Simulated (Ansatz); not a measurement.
The reference is Ta in the bcc (W type) structure (space group Im-3m, No. 229; a = 3.2819 Å).

Calculations: Kohn–Sham DFT with the PBEsol functional, run in Ansatz (a program for electronic structure) with PAW and 420 eV plane waves, scalar-relativistic without spin-orbit coupling.

For the base:

| Item | Value |
|---|---|
| Volume per atom | 17.68 Å³ |
| Magnetic state | not spin-polarised |
| Largest site moment | 0.00 μB |

Modification: Ho takes the place of Ta on all its sites; the structure is relaxed again.

Task: What does the calculation give for the volume per atom, magnetic state and largest site moment after the change?

Result: The volume per atom increases by 13.760 Å³, from 17.68 Å³ to 31.43 Å³; the magnetic state changes from not spin-polarised to ferromagnetic; the largest site moment goes from zero to 3.40 μB.

The magnetic state is the one reached from the starting moments; the real material's order can differ, and small cells can't hold many antiferromagnetic ones. The 4f electrons are in the valence with no U and their state was not checked, so volumes and moments can be off. Whether these cells are dynamically stable was not tested. For Ho in this form, whether it has been made was not checked. Spin-polarised in the final run: Ho; the other runs are not. This is not the structure that Ho has at room temperature and ambient pressure.
